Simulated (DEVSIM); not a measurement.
Device: Ru/Si3N4/SiO2/n-Si capacitor, at 300 K.

Layer 1 from the left is Si3N4, thickness (nm) 3.50. Layer 2 from the left is SiO2, thickness (nm) 0.860. Layer 3 from the left is Si, thickness (nm) 1300, Nd (cm⁻³) 1.9e17.

Metal gate on the left, work function 4.7 eV. Fixed charge at the semiconductor interface 0 cm⁻² (in units of +e); no interface traps.

This is a model device: material constants are rounded textbook-type values typed into the input, and sizes, dopings and lifetimes were drawn at random. Values at 300 K.

Si3N4: gap (eV) 5.1, affinity (eV) 2.1, permittivity 7.5. SiO2: gap (eV) 9, affinity (eV) 0.9, permittivity 3.9. Si: gap (eV) 1.124, affinity (eV) 4.05, permittivity 11.7, Nc (cm⁻³) 2.86e19, Nv (cm⁻³) 3.1e19.

Model (solved in DEVSIM): 1D Poisson equation in equilibrium, Boltzmann statistics, complete ionisation; no quantum confinement or tunnelling. Metal contacts follow the ideal Schottky-Mott rule: no Fermi-level pinning, no interface dipoles.

Q: What does the simulation give for the threshold voltage (band bending 2φF), the minimum of the low-frequency capacitance, the flat-band voltage?

A: threshold voltage (band bending 2φF) -0.52 V; minimum of the low-frequency capacitance 0.134 μF/cm²; flat-band voltage 0.52 V.
